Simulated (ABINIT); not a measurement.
Band structure of Sb (Pm-3m, 1 atom in the cell).

```
Sb
1.0
    3.15148     0.00000     0.00000
    0.00000     3.15148     0.00000
    0.00000     0.00000     3.15148
Sb
1
Direct
  0.00000   0.00000   0.00000
```

Level of theory: PBEsol, norm-conserving pseudopotentials (PseudoDojo nc-sr-04 PBEsol standard) (plane waves; ABINIT 10.0.3).

Settings: pseudos = [Sb.upf]; ecut = 40 Ha; occopt = 7; tsmear = 0.272 eV; ngkpt = 14 14 14; nshiftk = 1; shiftk = 0 0 0; potentials = PseudoDojo nc-sr-04 PBEsol standard; kptopt = 1; nstep = 80; tolvrs1 = 1e-12; ndtset = 2; getden2 = 1.

The starting cell comes from a database of computed structures (which also holds hypothetical and non-ambient phases and stackings), without a prior relaxation at this level. Its lattice was rescaled by a random factor within 2.5 % of one. Spin-orbit coupling is off.

Levels in eV from the Fermi level, bands 4 to 11:
| point | 4 | 5 | 6 | 7 | 8 | 9 | 10 | 11 |
|---|---|---|---|---|---|---|---|---|
| Γ | -28.84 | -28.84 | -11.98 | 3.20 | 3.20 | 3.20 | 7.15 | 7.15 |
| X | -28.86 | -28.84 | -9.72 | -5.20 | 5.05 | 5.05 | 9.42 | 10.42 |
| M | -28.88 | -28.78 | -7.36 | -3.26 | -3.26 | 2.38 | 6.89 | 13.06 |
| R | -28.78 | -28.78 | -4.78 | -1.45 | -1.45 | -1.45 | 5.00 | 5.00 |

Bands cross the Fermi level along this path, so the cell is metallic at this level.
